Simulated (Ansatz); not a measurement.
Hops of point defects in bcc W, each between lowest sites run for its defect: PBE bands (Ansatz, an electronic-structure program, plane waves to 420 eV, PAW, climbing-image NEB) beside the CHGNet universal potential on its own band (it has no charge state). Static nuclei, no finite-size correction. The rows are a random draw from the bands that converged and passed our checks of state and shape. Saddle orders were checked for a part of the study's bands only and are not shown. Vacancies start on their lattice site; split forms were not set up. Spin-orbit coupling is left out.

```tsv
Row	Defect	Route	Hop (Å)	Cell and PBE mesh	CHGNet k-points	PBE barrier x (eV)	CHGNet barrier y (eV)
1	Zn-vacancy pair (Zn on W, W vacant), charge 0	Zn changes places with the vacancy (Zn-vacancy distance between ideal sites 2.76 Å throughout)	2.28	36 sites, 2×2×3 shifted	none	0.36	0.36
2	Mg-vacancy pair (Mg on W, W vacant), charge 0	Mg changes places with the vacancy (Mg-vacancy distance between ideal sites 2.76 Å throughout)	2.31	36 sites, 2×2×3 shifted	none	0.58	0.41
3	interstitial N, charge 0	N moves farthest	1.59	36 sites, 2×2×3 shifted	none	0.65	0.63
4	Pt-vacancy pair (Pt on W, W vacant), charge 0	Pt changes places with the vacancy (Pt-vacancy distance between ideal sites 2.76 Å throughout)	2.36	36 sites, 2×2×3 shifted	none	0.81	0.68
5	interstitial B, charge 0	B moves farthest	1.59	36 sites, 2×2×3 shifted	none	1.69	0.95
6	Ti-vacancy pair (Ti on W, W vacant), charge 0	Ti changes places with the vacancy (Ti-vacancy distance between ideal sites 2.76 Å throughout)	2.56	36 sites, 2×2×3 shifted	none	1.02	0.64
7	Sn-vacancy pair (Sn on W, W vacant), charge 0	Sn changes places with the vacancy (Sn-vacancy distance between ideal sites 2.76 Å throughout)	2.10	36 sites, 2×2×3 shifted	none	0.45	?
```

Question: Fit a straight line y = a x + b to rows 1 to 6, predict row 7, and compare with the computed value.

Answer: Means: x̄ = 0.852, ȳ = 0.612 eV. Sums: Sxx = 1.089, Sxy = 0.460 eV². So a = Sxy/Sxx = 0.422 and b = ȳ − a x̄ = 0.252 eV, with a scatter of 0.09 eV about the line. Row 7: 0.422 × 0.45 + 0.252 ≈ 0.44 eV. The computed CHGNet value is 0.32 eV, -0.12 eV from the line, beyond the scatter. The line only summarises these rows of one host.
